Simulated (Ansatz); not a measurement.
A self-consistent single point of CaMgNi4 (R3m, 6 atoms in the cell) with Ansatz (an electronic-structure program).

Method of the run: LDA (PW92), harder PAW files (source: ansatz) made with PBE (plane waves; Ansatz).

```xyz
6
Lattice="0.0000 3.4825 3.4825 3.4825 0.0000 3.4825 3.4825 3.4825 0.0000" Properties=species:S:1:pos:R:3 pbc="T T T"
Ca     3.5114     3.5114     3.5114
Mg     5.2237     5.2237     5.2237
Ni     0.8641     0.8641     0.8641
Ni     0.8641     2.6184     2.6184
Ni     2.6184     2.6184     0.8641
Ni     2.6184     0.8641     2.6184
```
Moments meant for the start (each program seeds them in its own way; μB, in the order of the atoms Ca Mg Ni Ni Ni Ni): 0.0 0.0 2.0 2.0 2.0 2.0.

Reference input (self-consistent single point, DFT, LDA (PW92), plane waves, default PAW files made with PBE): basis.ecutwfc = 420 eV; kpoints.mp_grid.grid = 4 4 4; hamiltonian.xc = lda; hamiltonian.pseudopotentials = {kind: paw} (the program's default PAW files); magnetization.spin_polarized = true; scf.occupations.method = fermi_dirac; scf.occupations.width = 0.1 eV. This run's input differs from it in these lines:

Ansatz 0.2 input:
```diff
@@ -14,3 +14,3 @@
 basis:
-  ecutwfc: 420.0
+  ecutwfc: 780.0
 kpoints:
@@ -19,3 +19,3 @@
   xc: lda
-  pseudopotentials: { kind: paw }
+  pseudopotentials: { kind: paw, source: ansatz }
 magnetization:
```

Output, abridged:

```
SCF iter   1: F=—  HF=-26771.112766 eV  |F-HF|=—  |Δ(HF+E_count)|=         —  Δρ=1.46e-1 (↑1.46e-1 ↓1.16e-1)  dr2=2.65e0  dr2_m=1.29e1  M=1.507 μB ∫|m|=1.916 μB  β_m=0.30  ethr=2.74e-3  ⟨swp⟩=1.2  Hψ=8529  notcnv=0
Mixer restart at iter 1: flushing history
all-band conjugate gradients solve this SCF's bands
preconditioner: auto → Kerker (q_TF=auto, 2.767 Å⁻¹)
spin=Collinear: Kerker preconditioning applied to the charge; magnetization (m = ρ↑ − ρ↓) channel mixes plain (no charge-response kernel on spin).
   [... lines left out ...]
SCF iter  12: F=—  HF=-26769.048956 eV  |F-HF|=—  |Δ(HF+E_count)|=   6.13e-8  Δρ=2.02e-6 (↑2.02e-6 ↓1.74e-6)  dr2=8.43e-9  dr2_m=3.70e-10  M=-0.000 μB ∫|m|=0.000 μB  β_m=0.96  ethr=3.36e-10  ⟨swp⟩=2.1  Hψ=2134  notcnv=0  defer=140
SCF iter  13: F=-26769.048956 eV  HF=-26769.048956 eV  |F-HF|=1.27e-8  |Δ(HF+E_count)|=  1.38e-10  Δρ=2.03e-6 (↑2.03e-6 ↓1.88e-6)  dr2=1.16e-8  dr2_m=6.80e-12  M=0.000 μB ∫|m|=0.000 μB  ethr=9.17e-12  ⟨swp⟩=8.1  Hψ=6025  notcnv=0
SCF 1 converged in 13 iterations: F = -26769.048956 eV  dr2 = 1.16e-8
WARN: the starting moments were not kept: the SCF closed with an absolute magnetisation of 1.2e-5 μB, where they sum to 8 μB in size (4 sites) …
Magnetization: 0.0000 μB (46.0000 up, 46.0000 down)
   [... lines left out ...]
Absolute magnetization: 0.0000 μB (∫|ρ↑−ρ↓|, with the PAW one-centre terms)
Free energy (F): -26769.048956 eV
Fermi energy:    13.188383 eV
   [... lines left out ...]
  atom   6  Ni     0.01581811     0.07719652     0.01581811
--- Stress (GPa, compression-positive) ---
       -7.717819       0.118987       0.118987
        0.118987      -7.717819       0.118987
        0.118987       0.118987      -7.717819
  P = ⅓ Tr σ = -7.7178 GPa (-77.178 kbar)
  The stress holds the Pulay correction. Without it, at fixed plane waves, as pw.x and ABINIT print it: P = -8.3465 GPa
```

The run converged in 13 iterations. Against the reference run the pressure hardly changes (-7.69 to -7.72 GPa) and the largest force stays at 0.347 eV/Å.

The starting cell comes from a database of computed structures (which also holds hypothetical and non-ambient phases and stackings), without a prior relaxation at this level. Its lattice was rescaled by up to half a per cent. One atom was moved a little off its site on purpose. The starting moments vanished: the run ended non-magnetic, which need not be the lowest state. The program warned that a starting moment was not kept. Ansatz's pressure includes its estimate of the finite-basis (Pulay) stress. Without the estimate this run gives -8.35 GPa. The cutoff lies below the one recommended for these files.

Cost on one core of a shared machine: roughly 40 s.
